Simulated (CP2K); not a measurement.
Several settings converged on In (I4/mmm, 1 atom in the cell)

```xyz
1
Lattice="3.3875 0.0000 0.0000 0.2508 3.3782 0.0000 -1.8191 -1.6891 2.3050" Properties=species:S:1:pos:R:3 pbc="T T T"
In     0.0000     0.0000     0.0000
```

Base method: PBE, GPW, DZVP-MOLOPT-SR-GTH basis, GTH-PBE potentials (GTH_POTENTIALS) run with CP2K.

Base settings: CUTOFF = 500 Ry; REL_CUTOFF = 50 Ry; SMEAR/METHOD = FERMI_DIRAC; ELECTRONIC_TEMPERATURE = 1160.45 K; KPOINTS/SCHEME = MONKHORST-PACK 7 7 7; XC_FUNCTIONAL = PBE; In/BASIS_SET = DZVP-MOLOPT-SR-GTH; In/POTENTIAL = GTH-PBE-q13; METHOD = GPW; EPS_DEFAULT = 1e-11.

**Shifted k-point meshes**

Only quantities that move along the ladder and can be compared are tabulated.

| KPOINTS/SCHEME | free energy less the last step's (meV/atom) | pressure (GPa) |
|---|---|---|
| MONKHORST-PACK 2 2 2 | 1354.69 | 9.27 |
| MONKHORST-PACK 4 4 4 | -28.90 | 1.51 |
| MONKHORST-PACK 6 6 6 | 16.05 | 1.92 |
| MONKHORST-PACK 8 8 8 | 12.00 | 2.22 |
| MACDONALD 13 13 13 0.03846153846 0.03846153846 0.03846153846 | 0.00 | 2.06 |

Coarsest KPOINTS/SCHEME that holds the pressure within 1 GPa of the last step, with all finer ones: MONKHORST-PACK 4 4 4; the step before is off by 7.2 GPa.

Coarsest KPOINTS/SCHEME that holds the free energy within 5 meV/atom: not settled: the last two steps still differ by 12 meV/atom, over half the tolerance, so the ladder does not show it.

**The k-point mesh at a smearing width of 0.05 eV**

In this ladder: ELECTRONIC_TEMPERATURE = 580.23 K. Moved along: GAMMA_CENTERED.

The second cell is the first with its lattice scaled by 0.98.

Only quantities that move along the ladder and can be compared are tabulated.

| KPOINTS/SCHEME | free energy less the last step's (meV/atom) | energy of the compressed cell less the first (meV/atom) | pressure (GPa) |
|---|---|---|---|
| MONKHORST-PACK 5 5 5 | 47.58 | 40.17 | 2.93 |
| MONKHORST-PACK 6 6 6 | -26.08 | 28.33 | 1.54 |
| MONKHORST-PACK 7 7 7 | 10.88 | 28.81 | 1.59 |
| MONKHORST-PACK 9 9 9 | 16.83 | 34.31 | 2.14 |
| MONKHORST-PACK 13 13 13 | 0.00 | 34.23 | 2.04 |

Coarsest KPOINTS/SCHEME that holds the energy of the compressed cell less the first within 2 meV/atom of the last step, with all finer ones: MONKHORST-PACK 9 9 9; the step before is off by 5.4 meV/atom.

Coarsest KPOINTS/SCHEME that holds the pressure within 0.2 GPa of the last step, with all finer ones: MONKHORST-PACK 9 9 9; the step before is off by 0.46 GPa.

Coarsest KPOINTS/SCHEME that holds the free energy within 5 meV/atom: not settled: the last two steps still differ by 17 meV/atom, over half the tolerance, so the ladder does not show it.

Two neighbours can agree and both be off: MONKHORST-PACK 6 6 6 and MONKHORST-PACK 7 7 7 differ by 0.48 meV/atom in the energy of the compressed cell less the first, yet lie about 5.4 meV/atom from the last step.

On the base run: the starting cell has typed, rounded lattice constants, without a prior relaxation at this level. Its lattice was rescaled by up to half a per cent. Values carry the incompleteness of an atom-centred basis.
